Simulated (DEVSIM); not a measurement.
Device: abrupt GaAs p-n junction, at 300 K.

Layer 1 from the left is GaAs, thickness (μm) 0.710, Na (cm⁻³) 1.3e17, τn (s) 3.4e-8, τp (s) 3.4e-8. Layer 2 from the left is GaAs, thickness (μm) 67.0, Nd (cm⁻³) 8.9e14, τn (s) 3.4e-8, τp (s) 3.4e-8.

Left contact: ohmic. Right contact: ohmic. Voltage is applied to the left contact. Recombination: SRH at mid-gap. Mobility is constant in doping.

This is a model device: material constants are rounded textbook-type values typed into the input, and sizes, dopings and lifetimes were drawn at random. Values at 300 K.

GaAs: gap (eV) 1.424, affinity (eV) 4.07, permittivity 12.9, Nc (cm⁻³) 4.7e17, Nv (cm⁻³) 9e18, μn (cm²/Vs) 8500, μp (cm²/Vs) 400.

### Question
Estimate by hand the built-in potential, the peak field at zero bias, the capacitance at -1.5 V, and compare with a numerical solution.

### Answer

- Built-in potential: ni = √(Nc Nv) exp(−Eg/2kT) = 2250000 cm⁻³ with Eg = 1.424 eV; Vbi = kT/q ln(Na Nd/ni²) = 1.152 V; numerical 1.152 V.
- Peak field at zero bias: depletion approximation: W = √(2εVbi/(qN)) = 1.36 μm with N = 8.84e14 cm⁻³; field = 2Vbi/W = 16900 V/cm; numerical 23100 V/cm (estimate below by 27 %).
- Capacitance at -1.5 V: C = √(qεN / 2(Vbi + |V|)) = 5.52 nF/cm²; numerical 5.59 nF/cm² (estimate below by 1.2 %).

Simulated with DEVSIM: 1D drift-diffusion, Boltzmann statistics, complete ionisation; no tunnelling, impact ionisation, image-force lowering or self-heating.
